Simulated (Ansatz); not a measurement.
**Li interstitial (rock-salt LiF host)**

The numbers are results of PBE, PAW (plane waves to 420 eV; Ansatz, a program for electronic structure), not measurements. A 2×2×2 supercell of 64 sites was used; the energies come from a 2×2×2 shifted sampling of its zone. Site at the start: void with 4F4Li nearest. Energies of charged states are corrected for periodic images (point charge plus alignment at distant sites). Dielectric constants: PBE linear response of the host. Host gap at this level: 8.83 eV. Finite-size and sampling errors can reach tenths of an eV here. Levels are measured in PBE's own, too narrow, gap. Spin–orbit coupling is left out. Each state is the lowest found from its start.

Formation energies E_f are given with the Fermi level at the valence-band maximum. Chemical conditions: F-rich (Δμ(Li) = -5.89 eV; only phases computed here count, gases as isolated molecules at 0 K); Li-rich (Δμ(Li) = 0.00 eV; only phases computed here count, gases as isolated molecules at 0 K). Reference phases: Li: bcc Li.

The name describes the start; the neighbours show where the added atom ended.

```
charge         moment (μB)  point group  largest move off a lattice site (Å)  neighbours of the added atom at the end (Å)  image correction with alignment (eV)  E_f, F-rich (eV)  E_f, Li-rich (eV)
------  ------------------  -----------  -----------------------------------  -------------------------------------------  ------------------------------------  ----------------  -----------------
+1      not spin-polarised           Td                                 0.42               F 1.76, F 1.76, F 1.76, F 1.76                                  0.35              1.79              -4.10
0†                     1.0            –                                 0.60               F 1.84, F 1.84, F 1.86, F 1.88                                  0.00             10.26               4.37
```

† Not settled in this cell, so no level is given: charge 0: carriers not clearly localised.

Point groups are those of the whole cell at tolerances of 0.03 and 0.1 Å ("near" where only the looser one holds); none is given for unsettled states.

Flagged in the runs: a strain field that reaches the edge of the cell.
